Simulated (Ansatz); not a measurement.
Input and output of a relaxation of cell and atoms for YbIn5Rh (P4/mmm, 7 atoms in the cell) (Ansatz, a quantum-chemistry and plane-wave program).

Method of the run: LDA (PW92), PAW files made with PBE (plane waves; Ansatz).

```
CELL_PARAMETERS angstrom
      4.68710     0.00000     0.00000
      0.00000     4.68710     0.00000
      0.00000     0.00000     7.55496
ATOMIC_POSITIONS crystal
  Yb 0.00000 0.00000 0.00000
  In 0.50000 0.50000 0.00000
  In 0.50000 0.00000 0.30001
  In 0.50000 0.00000 0.69999
  In 0.00000 0.50000 0.30001
  In 0.00000 0.50000 0.69999
  Rh 0.00000 0.00000 0.50000
```

Reference input (self-consistent single point, DFT, LDA (PW92), plane waves, PAW files made with PBE): basis.ecutwfc = 420 eV; kpoints.mp_grid.grid = 5 5 3; hamiltonian.xc = lda; hamiltonian.pseudopotentials = {kind: paw} (the program's default PAW files); scf.occupations.method = gaussian; scf.occupations.width = 0.1 eV. This run's input differs from it in these lines:

```diff
@@ -23,2 +23,4 @@
   occupations: { method: gaussian, width: 0.1 }
+relax:
+  cell: {}
 output:
```

Log, with long lists cut:

```
   [... SCF lines of the steps left out ...]
relax step   1: F+E_penalty+E_count = -47128.50357883 eV  Δ(F+E_penalty+E_count) = +0.000e0 eV  max|allowed force component| = 1.659e-1 eV/Å  Δτ_max = 0.0000 Å  P = -6.653 GPa  Ω = 165.974 Å³  (14 SCF iters, dr2 threshold 1.00e-7 eV, accepted)
relax step   2: F+E_penalty+E_count = -47128.80059069 eV  Δ(F+E_penalty+E_count) = -2.970e-1 eV  max|allowed force component| = 3.913e-1 eV/Å  Δτ_max = 0.0076 Å  P = +3.709 GPa  Ω = 144.647 Å³  energy of the carried Pulay correction = +4.310e-3 eV  [...]
   [... lines left out ...]
relax step   5: F+E_penalty+E_count = -47128.87269288 eV  Δ(F+E_penalty+E_count) = -1.269e-4 eV  max|allowed force component| = 1.040e-3 eV/Å  Δτ_max = 0.0013 Å  P = -0.002 GPa  Ω = 149.844 Å³  energy of the carried Pulay correction = +3.206e-3 eV  [...]
relax step   6: F+E_penalty+E_count = -47128.86988917 eV  Δ(F+E_penalty+E_count) = +2.804e-3 eV  max|allowed force component| = 6.801e-4 eV/Å  Δτ_max = 0.0000 Å  P = -0.013 GPa  Ω = 149.844 Å³  stress off target by 3.07e-2 GPa  SCF on the basis [...]
basis re-selected at this cell: Δ(F+E_penalty+E_count) = +2.804e-3 eV, ΔP = -0.010 GPa vs the last step
the relaxation is at rest under the 16 symmetry operations that the run kept from its start: a minimum is not shown …
Free energy (F): -47128.869889 eV
Internal energy: -47128.858980 eV  (E = F + TS)
E sigma→0 (E₀):  -47128.864435 eV
Entropy (-TS):   -0.010909 eV (-1.558 meV/atom)
Fermi energy:    13.613976 eV
--- Forces (eV/Å), atoms counted from 1 ---
  atom   1  Yb     0.00000000     0.00000000     0.00000000
   [... lines left out ...]
  cell:  # Å, volume = 149.8444 Å³
   [... lines left out ...]
    - { symbol: In, position: [0.5, 2.3388287982419503e-36, 0.2981050939129813] }
    - { symbol: In, position: [0.5, 4.3428840626178964e-35, 0.7018949060870185] }
    - { symbol: In, position: [2.2746256547607997e-35, 0.5, 0.29810509391298134] }
    - { symbol: In, position: [2.2746256547607997e-35, 0.5, 0.7018949060870185] }
    - { symbol: Rh, position: [-6.372620584386303e-34, 2.3388287982419506e-36, 0.5] }
```

The run converged. 

Summary of the result:
- Free energy E − TS (on the zero of these files) = -47128.8699 eV
- Fermi level (on the code's own zero) = 13.61 eV
- Pressure = -0.01 GPa
- Final cell = a = b = 4.5238 Å, c = 7.3219 Å, α = β = γ = 90.00°
- Final volume per atom = 21.41 Å³
- Relaxation steps = 6

The starting cell comes from a database of computed structures (which also holds hypothetical and non-ambient phases and stackings), without a prior relaxation at this level. Spin polarisation is off. The relaxation keeps the symmetry of its start, so its end need not be a minimum. Ansatz's pressure includes its estimate of the finite-basis (Pulay) stress.

Cost on one core of a shared machine: roughly 40 s.

Keys are those of Ansatz 0.2.
